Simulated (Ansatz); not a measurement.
System: CaC6 (R-3m, No. 166, 7 atoms in the cell). Method: BLYP in Ansatz (PAW).

Settings: plane-wave cutoff 520 eV, 16×16×16 k mesh, Fermi–Dirac smearing 0.05 eV, scalar-relativistic PAW data made under PBE.

Energies at three volumes about the minimum:

```
V (Å³/atom)  E − E_lowest (meV/atom)
-----------  -----------------------
10.551                          1.35
10.766                          0.00
10.981                          1.20
```

Fit a parabola by hand: where is the minimum, and what is the bulk modulus?

Slopes: (0.00 − 1.35)/(10.766 − 10.551) = -6.279 and (1.20 − 0.00)/(10.981 − 10.766) = 5.581 meV/Å³. Curvature E″ = 2 × (5.581 − (-6.279))/(10.981 − 10.551) = 55.163 meV/Å⁶. From the middle of the first interval, the slope vanishes at V0 = 10.6585 − (-6.279)/55.163 = 10.772 Å³/atom. B = V0 E″ = 10.772 × 55.163 meV/Å³ × 0.1602 GPa per meV/Å³ = 95.2 GPa. The full Birch–Murnaghan fit to all volumes gives V0 = 10.765 Å³/atom and B0 = 93.4 GPa.

Shape and atoms are relaxed at each volume.

Note: the relaxation could not lower the start's symmetry, so the cell can be a saddle point above a distorted one; the bulk modulus comes from volumes at which shape and atoms were relaxed.

Ansatz is a program for electronic structure.
